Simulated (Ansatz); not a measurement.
HgTe (P3₁21, No. 152, 6 atoms in the cell; start mp-358; a measured phase of this formula has another space group) was calculated with HSE06+SOC (Ansatz, a program for electronic structure, plane waves, PAW).

Numerical settings: plane-wave cutoff 460 eV, 6×6×2 k mesh (along the axes of the cell as run), Fermi–Dirac smearing 0.01 eV, PAW data made under PBE.

Cell (relaxed with PBEsol):

Space group P3₁21 (No. 152); a = b = 4.513 Å, c = 10.155 Å, α = β = 90.00°, γ = 120.00°

```csv
atom,site,symmetry,x,y,z
Hg,3a,.2.,0.3568,0.3568,0.0000
Te,3b,.2.,0.4588,0.4588,0.5000
```

### Question
Predict the band gap and smallest direct gap on the k points sampled.

### Answer

band gap: 0.71 eV (indirect)
smallest direct gap on the k points sampled: 0.79 eV

Note: cell and atoms aren't relaxed at this level (largest force component 0.19 eV/Å, pressure 1.3 GPa).

The computed numbers hold no vibrational or temperature effects.

The result took very roughly 70 core-minutes.

A start named mp-… is a Materials Project structure, which need not be a measured phase.
